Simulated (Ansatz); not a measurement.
Results of r²SCAN in Ansatz (PAW) for Al (model structure, P6/mmm, No. 191, 7 atoms in the cell).

Settings: plane-wave cutoff 560 eV, 12×12×12 k mesh, Fermi–Dirac smearing 0.05 eV, scalar-relativistic PAW data made under PBE.

Cell (relaxed at this level):

Al has the hexagonal space group P6/mmm (No. 191), Pearson symbol hP7. Cell: a = b = 5.1716 Å, c = 5.0267 Å, α = β = 90.00°, γ = 120.00°. Al1 on 2e is surrounded by 2 Al at 2.472–2.555 Å and 6 Al at 2.884 Å and 6 Al at 3.232 Å. Al2 on 2d sees 9 Al at 2.923–2.986 Å and 6 Al at 3.232 Å. Al3 on 3f is coordinated by 4 Al at 2.586 Å and 8 Al at 2.884–2.923 Å. (Neighbours: up to the widest gap in distance over summed covalent radii, below 1.35, at either atom.)

Question: Estimate the bulk modulus B0 that the calculation returns.

Answer: 
* **bulk modulus B0**: 82.3 GPa

The run finds no gap.

Note: the bulk modulus is −V dP/dV from two relaxed cells at ±2 % in volume; the relaxation could raise the start's symmetry but not lower it, so the cell can be a saddle point.

Computed values are for the static lattice.

Cost on a shared machine: very roughly 4 core-minutes.

A model structure was made by putting elements into a prototype or built by hand; it is no filed structure, need not be a known phase, and can be a saddle point held by its symmetry.

Ansatz is a quantum-chemistry and plane-wave program.
